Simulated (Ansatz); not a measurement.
# CdSe under load (space group P6_3mc): band-edge transport data

Here is the system:

```xyz
4
Lattice="4.2857 0.0000 0.0000 -2.1428 3.7115 0.0000 0.0000 0.0000 7.1050" Properties=species:S:1:pos:R:3 pbc="T T T"
Cd     0.0000     2.4743     0.0092
Cd     2.1428     1.2372     3.5617
Se     0.0000     2.4743     2.6552
Se     2.1428     1.2372     6.2077
```

Method: r2SCAN with spin-orbit coupling, rigid bands (plane waves, PAW; Ansatz, a first-principles code). Condition of this run: uniaxial stress along c of -0.7 GPa (compression positive) (the target of the relaxation). How the cell was made: cell and atoms relaxed with PBEsol, then loaded as said.

- band gap: 1.00 eV
- electron conductivity mass (300 K, dilute): 0.113 (x), 0.113 (y), 0.102 (z) mₑ
- hole conductivity mass (300 K, dilute): 0.67 (x), 0.67 (y), 1.46 (z) mₑ
- effective density of states N_c (300 K): 8.5e17 cm⁻³
- effective density of states N_v (300 K): 1.5e19 cm⁻³
- density-of-states mass, electrons: 0.104 mₑ
- density-of-states mass, holes: 0.72 mₑ
- Seebeck coefficient, n-type 1e19 cm⁻³, 300 K: -69 μV/K
- best n-type power factor at 300 K for τ = 10 fs (best axis; densities from 1e16 to 1e21 cm⁻³ tried, whether or not they can be reached): 1.34 μW/(cm·K²) at 3e18 cm⁻³
- Seebeck coefficient, p-type 1e19 cm⁻³, 300 K: 289 μV/K
- best p-type power factor at 300 K for τ = 10 fs (best axis; densities from 1e16 to 1e21 cm⁻³ tried, whether or not they can be reached): 5.4 μW/(cm·K²) at 3e20 cm⁻³

Rigid bands; masses and Seebeck coefficients take one relaxation time τ for all states and one kind of carrier; polarons and phonon drag are left out. Geometry: cell and atoms relaxed with PBEsol.
